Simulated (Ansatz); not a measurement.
We consider spinel FeAl2O4, described by LDA in Ansatz (plane waves, PAW).

Run with plane-wave cutoff 520 eV, 12×12×12 k mesh, Fermi–Dirac smearing 0.05 eV, spin-polarised with parallel moments, scalar-relativistic PAW data made under PBE.

Results at a series of volumes:

```csv
V (Å³/atom),E − E_lowest (meV/atom),P (GPa)
8.926,10.77,9.62
9.111,2.59,4.56
9.297,0.00,-0.01
9.483,2.44,-4.13
9.669,9.43,-7.84
```

Q: What bulk modulus B0 and pressure derivative B′ does a third-order Birch–Murnaghan fit give?

A: V0 = 9.297 Å³/atom, B0 = 217 GPa, B′ = 4.2 (fit to the energies at full precision).

Note: the magnetic order was assumed, not searched for or taken from measurement; functionals without U or exact exchange can leave correlated insulators metallic, so the missing gap need not be real.

It cost around 21 core-minutes (rough) of CPU time.

Ansatz is a first-principles code.
